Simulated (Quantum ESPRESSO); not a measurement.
Quantum ESPRESSO is run on LiMg2 (P1, 6 atoms in the cell), and the run fails. The aim is a self-consistent single point with DFT, LDA (PZ), plane waves, GBRV 1.5 ultrasoft (LDA) pseudopotentials.

Input:

```fortran
&CONTROL
 calculation = 'static'
 prefix = 'LiMg2'
 outdir = './tmp/'
 pseudo_dir = './'
 tprnfor = .true.
 tstress = .true.
/
&SYSTEM
 ibrav = 0
 nat = 6
 ntyp = 2
 ecutwfc = 40
 ecutrho = 200
 occupations = 'smearing'
 smearing = 'gauss'
 degauss = 0.0099958
/
&ELECTRONS
 conv_thr = 1.0d-9
 mixing_beta = 0.7
/
ATOMIC_SPECIES
Li     6.9400  li_lda_v1.4.uspp.F.UPF
Mg    24.3050  mg_lda_v1.4.uspp.F.UPF
ATOMIC_POSITIONS {crystal}
Li    0.44887600    0.49271300    0.19082300
Li    0.54036900    0.51969300    0.80630800
Mg    0.20924900    0.18051300    0.14428900
Mg    0.82234600    0.79401300    0.86401900
Mg    0.86000300    0.86012900    0.46412600
Mg    0.11915600    0.15293900    0.53043500
K_POINTS {automatic}
6 6 3  1 1 1
CELL_PARAMETERS {angstrom}
   5.66371500    -1.60152500     0.00000000
   5.66371500     1.60152500     0.00000000
  -1.94553700     0.00000000     7.11588000
```

Output, abridged:

```
     This program is part of the open-source Quantum ESPRESSO suite
     for quantum simulation of materials; please cite

 %%%%%%%%%%%%%%%%%%%%%%%%%%%%%%%%%%%%%%%%%%%%%%%%%%%%%%%%%%%%%%%%%%%%%%%%%%%%%%
     Error in routine  control_checkin (1):
      calculation "static" not allowed
 %%%%%%%%%%%%%%%%%%%%%%%%%%%%%%%%%%%%%%%%%%%%%%%%%%%%%%%%%%%%%%%%%%%%%%%%%%%%%%

     stopping ...
```

Question: From the messages shown, name the fault and mend the input.

Answer: The fault is a value that the program does not know. The key takes a closed list of words, and names differ between codes. To fix it, use one of the words that the key accepts. The program stopped before any SCF iteration.

The sound input it was made from differs as follows (other fixes are possible):
```diff
- calculation = 'static'
+ calculation = 'scf'
```

With that input, the run converged in 12 iterations: free energy E − TS -7195.3859 eV; Fermi level (on the code's own zero) 4.00 eV; pressure -1.51 GPa; largest force (vector length) 0.310 eV/Å (DFT, LDA (PZ), plane waves, GBRV 1.5 ultrasoft (LDA) pseudopotentials).

On the sound input: the starting cell comes from a database of computed structures (which also holds hypothetical and non-ambient phases and stackings), without a prior relaxation at this level. Its atoms were displaced at random from the sites of space group no. 12.
